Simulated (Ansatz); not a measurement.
Consider Ta4N5 (space group I4/m, No. 87; a cell from a computed database, its experimental status unchecked).

```yaml
crystal:
  lattice:
    - [-3.41183, 3.41183, 2.12831]
    - [3.41183, -3.41183, 2.12831]
    - [3.41183, 3.41183, -2.12831]
  atoms:
    - { symbol: Ta, position: [0.21556, 0.60483, 0.82040] }
    - { symbol: Ta, position: [0.78444, 0.39517, 0.17960] }
    - { symbol: Ta, position: [0.39517, 0.21556, 0.61073] }
    - { symbol: Ta, position: [0.60483, 0.78444, 0.38927] }
    - { symbol: N, position: [0.50000, 0.50000, 0.00000] }
    - { symbol: N, position: [0.09176, 0.30610, 0.39786] }
    - { symbol: N, position: [0.90824, 0.69390, 0.60214] }
    - { symbol: N, position: [0.69390, 0.09176, 0.78566] }
    - { symbol: N, position: [0.30610, 0.90824, 0.21434] }
```

Cartesian axes are those of the cell as printed.

The values are results of DFT with PBEsol, PAW potentials and a 420 eV plane-wave cutoff in Ansatz (a first-principles code), without spin-orbit coupling, not measurements.

For the base:

- Pressure: 0.0 GPa
- Shortest interatomic distance: 2.069 Å

Perturbation: a pure shear with ε_xy = ε_yx = 0.0314; the atoms relax in the strained cell.

**Question.** What does the calculation give for the energy relative to the base after the change?

**Answer.** The energy goes up by 25 meV/atom.

**Question.** What happens to the pressure?

**Answer.** The pressure (mean of the normal stresses, compression positive) goes from zero to 0.7 GPa.

**Question.** Estimate the effect on the shortest interatomic distance.

**Answer.** The shortest interatomic distance decreases by 0.017 Å, from 2.069 Å to 2.052 Å.

**Question.** Predict the new largest internal atomic displacement.

**Answer.** The largest internal atomic displacement is 0.036 Å.

Without a gap, meshes like the base's 13×13×13 leave anisotropic stresses uncertain by several tenths of a GPa, and small strain energies with them. Whether these cells are dynamically stable was not tested. All final runs are without spin polarisation. An odd electron count without spin: Ta4N5.
